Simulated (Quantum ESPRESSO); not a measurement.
# Parameter sweep on Mg₉Sn₅ (R3, 28 atoms in the cell)

```xyz
28
Lattice="6.6506 -3.8397 4.4755 0.0000 7.6795 4.4755 -6.6506 -3.8397 4.4755" Properties=species:S:1:pos:R:3 pbc="T T T"
Mg    -2.6796     0.8410     7.8791
Mg     0.6115    -2.7411     7.8791
Mg     2.0681     1.9001     7.8791
Mg     2.6913    -0.8424     5.6740
Mg    -0.6161     2.7519     5.6740
Mg    -2.0752    -1.9095     5.6740
Mg     2.4793    -0.8954    10.1217
Mg    -0.4642     2.5948    10.1217
Mg    -2.0151    -1.6994    10.1217
Mg    -2.4783     0.8977     3.4429
Mg     0.4618    -2.5952     3.4429
Mg     2.0166     1.6975     3.4429
Mg     3.9774     4.7407     7.8824
Mg    -6.0943     1.0742     7.8824
Mg     2.1169    -5.8149     7.8824
Mg    -3.9906    -4.7409     5.6640
Mg     6.1011    -1.0855     5.6640
Mg    -2.1105     5.8264     5.6640
Sn     0.0000     0.0000     1.8624
Sn     0.0000     0.0000    11.7418
Sn     0.0000     0.0000     5.0329
Sn     0.0000     0.0000     8.5706
Sn    -2.2513     3.7888     7.8978
Sn    -2.1555    -3.8441     7.8978
Sn     4.4068     0.0553     7.8978
Sn     2.2483    -3.7857     5.6560
Sn     2.1543     3.8399     5.6560
Sn    -4.4026    -0.0543     5.6560
```

Base run A: PBEsol, GBRV 1.5 ultrasoft (PBESOL) pseudopotentials in Quantum ESPRESSO 7.5, self-consistent single point.

Its settings: ecutwfc = 40 Ry; ecutrho = 200 Ry; occupations = smearing; smearing = fd; degauss = 0.0073499 Ry; potentials = {Mg: mg_pbesol_v1.4.uspp.F.UPF, Sn: sn_pbesol_v1.4.uspp.F.UPF}; K_POINTS = automatic 2 2 2 1 1 1; conv_thr = 1e-11 Ry; mixing_beta = 0.3.

The starting cell comes from a database of computed structures (which also holds hypothetical and non-ambient phases and stackings), without a prior relaxation at this level.

ΔF is the free energy per atom less that of run A. 

| run | degauss, K_POINTS | ΔF (meV/atom) | pressure (GPa) | largest force (eV/Å) | TS (meV/atom) | k-points |
|---|---|---|---|---|---|---|
| A | 0.0073499 Ry, automatic 2 2 2 1 1 1 | 0.00 | -1.62 | 0.083 | 3.6 | 2 |
| B | 0.002205 Ry, automatic 1 1 1 1 1 1 | -162.5 | -2.79 | 0.245 | 0.0 | 1 |
| C | 0.0073499 Ry, automatic 1 1 1 1 1 1 | -162.5 | -2.79 | 0.245 | 0.1 | 1 |
| D | 0.02205 Ry, automatic 1 1 1 1 1 1 | -175.8 | -2.49 | 0.233 | 54.8 | 1 |
| E | 0.002205 Ry, automatic 2 2 2 1 1 1 | 0.95 | -1.63 | 0.091 | 0.0 | 2 |
| F | 0.02205 Ry, automatic 2 2 2 1 1 1 | -30.9 | -1.25 | 0.087 | 87.6 | 2 |
| G | 0.002205 Ry, automatic 3 3 3 1 1 1 | 5.8 | -1.58 | 0.011 | 0.1 | 6 |
| H | 0.0073499 Ry, automatic 3 3 3 1 1 1 | 4.5 | -1.55 | 0.011 | 4.0 | 6 |
| I | 0.02205 Ry, automatic 3 3 3 1 1 1 | -26.4 | -1.19 | 0.067 | 87.8 | 6 |

Run E against A: The free energy is nearly the same (within 1 meV/atom), the pressure hardly changes (-1.62 to -1.63 GPa) and the largest force goes from 0.083 to 0.091 eV/Å.

Run D against A: The free energy goes down by 176 meV/atom, the pressure goes from -1.62 to -2.49 GPa and the largest force goes from 0.083 to 0.233 eV/Å.

Run C against A: The free energy goes down by 162 meV/atom, the pressure goes from -1.62 to -2.79 GPa and the largest force goes from 0.083 to 0.245 eV/Å.
